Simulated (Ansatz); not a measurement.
We consider Ge₂Sb₂Te₅ (model structure, P3m1, No. 156, 9 atoms in the cell), described by PBEsol in Ansatz (plane waves, PAW).

Settings: plane-wave cutoff 520 eV, 12×12×2 k mesh (along the axes of the cell as run), Fermi–Dirac smearing 0.01 eV, scalar-relativistic PAW data made under PBE.

Cell (relaxed at this level):

```yaml
crystal:
  lattice:
    - [4.21524, 0.00000, 0.00000]
    - [-2.10762, 3.65050, 0.00000]
    - [0.00000, 0.00000, 16.97780]
  atoms:
    - { symbol: Te, position: [0.00000, 0.00000, 0.98721] }
    - { symbol: Sb, position: [0.33333, 0.66667, 0.09225] }
    - { symbol: Te, position: [0.66667, 0.33333, 0.20543] }
    - { symbol: Sb, position: [0.00000, 0.00000, 0.32682] }
    - { symbol: Te, position: [0.33333, 0.66667, 0.42765] }
    - { symbol: Te, position: [0.66667, 0.33333, 0.58149] }
    - { symbol: Ge, position: [0.00000, 0.00000, 0.66491] }
    - { symbol: Te, position: [0.33333, 0.66667, 0.78509] }
    - { symbol: Ge, position: [0.66667, 0.33333, 0.87033] }
```

Task: Predict the band gap.

Result: 
- band gap = 0.18 eV (on the SCF k mesh)

Note: the relaxation could raise the start's symmetry but not lower it, so the cell can be a saddle point.

Spin–orbit coupling is not included; it can close the smallest gap of 0.18 eV.

The computed numbers hold no vibrational or temperature effects.

A model structure was made by putting elements into a prototype or built by hand; it is no filed structure, need not be a known phase, and can be a saddle point held by its symmetry.

Ansatz is a quantum-chemistry and plane-wave program.
